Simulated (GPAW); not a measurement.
GPAW run on LuH₂ (P1, 3 atoms in the cell): self-consistent single point.

Computed with LDA (Perdew-Wang 92), GPAW PAW datasets LDA (gpaw-data 1.0.1) (plane waves; GPAW).

The change in words: lattice scaled by 0.98. Reference geometry:
```
LuH2
1.0
    0.00000     2.49459     2.49459
    2.49459     0.00000     2.49459
    2.49459     2.49459     0.00000
Lu H
1 2
Cartesian
 -0.09644   0.06594   0.00254
  1.24049   1.17201   1.19872
  3.84514   3.75124   3.78793
```

Reference input (self-consistent single point, DFT LDA (Perdew-Wang 92), plane waves, GPAW PAW datasets LDA (gpaw-data 1.0.1)): mode = pw; ecut = 850 eV; xc = LDA; kpts = 8 8 8; mesh shift (steps) = 0 0 0; occupations.name = methfessel-paxton; occupations.width = 0.2 eV; occupations.order = 0; nbands = -9; convergence.forces = 0.001 eV/Å; symmetry.symmorphic = false; symmetry.tolerance = 0.0005. This run's input differs from it in these lines:

```diff
@@ -5,5 +5,5 @@
 atoms = Atoms(['Lu', 'H', 'H'],
-              cell=[[0.000000, 2.494595, 2.494595],
-                    [2.494595, 0.000000, 2.494595],
-                    [2.494595, 2.494595, 0.000000]],
+              cell=[[0.000000, 2.444703, 2.444703],
+                    [2.444703, 0.000000, 2.444703],
+                    [2.444703, 2.444703, 0.000000]],
               scaled_positions=[[0.033058, -0.032038, -0.006623],
```

The program printed (abridged):

```
     iter     time        total  log10-change:
                         energy   eigst   dens  force
iter:   1 --:--:--   -14.673473
iter:   2 --:--:--   -14.521024   -2.01  -1.35
iter:   3 --:--:--   -14.076984   -0.89  -1.38
iter:   4 --:--:--   -14.086509   -2.73  -1.96
iter:   5 --:--:--   -14.001700   -3.26  -1.95
iter:   6 --:--:--   -13.770004   -1.68  -2.00
iter:   7 --:--:--   -13.770533   -3.51  -2.69
iter:   8 --:--:--   -13.768216c  -3.65  -2.64
iter:   9 --:--:--   -13.768414c  -4.99  -3.20
iter:  10 --:--:--   -13.768194c  -5.34  -3.38
iter:  11 --:--:--   -13.768063c  -5.24  -3.57
iter:  12 --:--:--   -13.768041c  -5.68  -3.97
iter:  13 --:--:--   -13.768042c  -6.90  -4.09c
iter:  14 --:--:--   -13.768041c  -7.82c -4.17c
iter:  15 --:--:--   -13.768041c  -7.47c -4.19c -2.05
iter:  16 --:--:--   -13.768041c  -7.55c -4.34c -2.31
iter:  17 --:--:--   -13.768040c  -7.60c -4.41c -2.74
iter:  18 --:--:--   -13.768039c  -7.28  -4.45c
iter:  19 --:--:--   -13.768039c  -8.06c -4.51c -2.19
iter:  20 --:--:--   -13.768040c  -7.51c -4.57c -1.82
iter:  21 --:--:--   -13.768040c  -9.28c -5.34c -4.42c
Converged after 21 iterations.

Dipole moment: (2.404509, -1.616455, -0.057363) |e|*Ang

Energy contributions relative to reference atoms: (reference = -396071.416991)

Kinetic:         +3.351931
Potential:       -2.753335
External:        +0.000000
XC:             -14.244713
Entropy (-ST):   -0.016134
Local:           -0.113857
SIC:             +0.000000
--------------------------
Free energy:    -13.776107
Extrapolated:   -13.768040

Showing only first 2 kpts
 Kpt  Band  Eigenvalues  Occupancy
  0    11      4.12397    2.00000
  0    12      8.04565    2.00000
  0    13     10.08402    0.00000
  0    14     10.18996    0.00000

  1    11      4.12385    2.00000
  1    12      7.02734    2.00000
  1    13     10.20552    0.00000
  1    14     10.32639    0.00000

Fermi level: 8.72034

No gap
No difference between direct/indirect transitions
Energy (eV): -13.76804

Forces in eV/Ang:
  0 Lu    1.01861   -0.63570   -0.00756
  1 H    -0.18713    0.57597    0.12681
  2 H    -0.83389    0.06107   -0.11924

Stress tensor:
    -0.014911    -0.004378    -0.013224
    -0.004378    -0.019051    -0.017404
    -0.013224    -0.017404    -0.022417
Stress (GPa, Voigt): [-2.389  -3.0523 -3.5916 -2.7884 -2.1187 -0.7014]
```

The run converged in 21 iterations. GPAW prints stress with tension positive. Against the reference run the free energy stays essentially unchanged (within 1 meV/atom), the pressure goes from -3.13 to 3.01 GPa and the largest force goes from 1.047 to 1.201 eV/Å.

The starting cell comes from a database of computed structures (which also holds hypothetical and non-ambient phases and stackings), without a prior relaxation at this level. Its atoms were displaced at random from the sites of space group no. 225. For this run, on top of that: lattice scaled by 0.98. With a pressure of about 3 GPa the cell is away from its equilibrium volume at this level. Forces in this geometry exceed 1 eV/Å.

Cost on one core of a shared machine: roughly 4 min.
